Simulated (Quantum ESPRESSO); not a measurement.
**Pressure against volume in wurtzite BN (space group 186) (Quantum ESPRESSO, PBEsol)**

```yaml
crystal:
  lattice:
    - [2.47596, 0.00000, 0.00000]
    - [-1.23798, 2.14425, 0.00000]
    - [0.00000, 0.00000, 4.09747]
  atoms:
    - { symbol: B, position: [0.33333, 0.66667, 0.00000] }
    - { symbol: B, position: [0.66667, 0.33333, 0.50000] }
    - { symbol: N, position: [0.33333, 0.66667, 0.37500] }
    - { symbol: N, position: [0.66667, 0.33333, 0.87500] }
```

Method: PBEsol, GBRV 1.5 ultrasoft (PBESOL) pseudopotentials (plane waves; Quantum ESPRESSO). Settings: ecutwfc = 52 Ry; ecutrho = 260 Ry; occupations = smearing; smearing = fermi-dirac; degauss = 0.000734986 Ry; potentials = {B: b_pbesol_v1.4.uspp.F.UPF, N: n_pbesol_v1.2.uspp.F.UPF}; K_POINTS = automatic 15 15 8 0 0 0; conv_thr = 1e-10 Ry. The cell above is the first row's. The rows scale it uniformly. In all rows fractional positions and the k mesh are held.

| V (Å^3/atom) | P (GPa) |
|---|---|
| 5.438 | 34.80 |
| 5.557 | 24.26 |
| 5.675 | 14.68 |
| 5.793 | 5.95 |
| 5.911 | -1.99 |
| 6.030 | -9.22 |
| 6.148 | -15.80 |
| 6.266 | -21.79 |
| 6.384 | ? |

Task: Fit P against V with a cubic, and predict the withheld value at V = 6.384.

Result: With u = V - 5.85, the rows have u = -0.41200, -0.29300, -0.17500, -0.05700, 0.06100, 0.18000, 0.29800, 0.41600. Least squares gives P = 2.038 - 67.301·u + 26.937·u² - 6.753·u³. Residuals (row less fit): -0.011, 0.020, 0.003, -0.013, -0.021, 0.023, 0.004, -0.006; standard error 0.021 (degrees of freedom: 4). The fitted pressure is zero at V0 = 5.881, where dP/dV = -65.67, so B0 = -V0·dP/dV = 386 GPa. At the withheld row, u = 0.53400, so P = 2.038 - 67.301 × 0.53400 + 26.937 × 0.53400² - 6.753 × 0.53400³ = -27.248 GPa. The calculation gives -27.25 GPa, which the fit meets to the printed digits. The row lies outside the fitted rows, so this is an extrapolation. From the scatter of the fitted rows alone, a prediction at this place has a standard error of 0.055 GPa, so the miss is 0.0 times that.

Carrying the step between the two nearest rows on in a straight line would have given -27.78, off by 0.53; series whose last step already gives the withheld value aren't shown. The scan was laid around a cell of about the measured size, scaled by a guess for this functional; axis ratios and inner coordinates come from that cell. This is a metastable polymorph. The runs keep the symmetry of the cell, so they don't test it for distortions. The shape of the cell and the inner coordinates aren't relaxed, so V0 and B0 belong to this uniform scaling; a relaxed crystal lies no higher in energy and is usually softer (forces reach 0.13 eV/Å in these rows). Cutoffs and mesh are single choices, not tested for convergence of this quantity. Series with a scatter that would blur these digits, or in which a gap closes, are not shown.
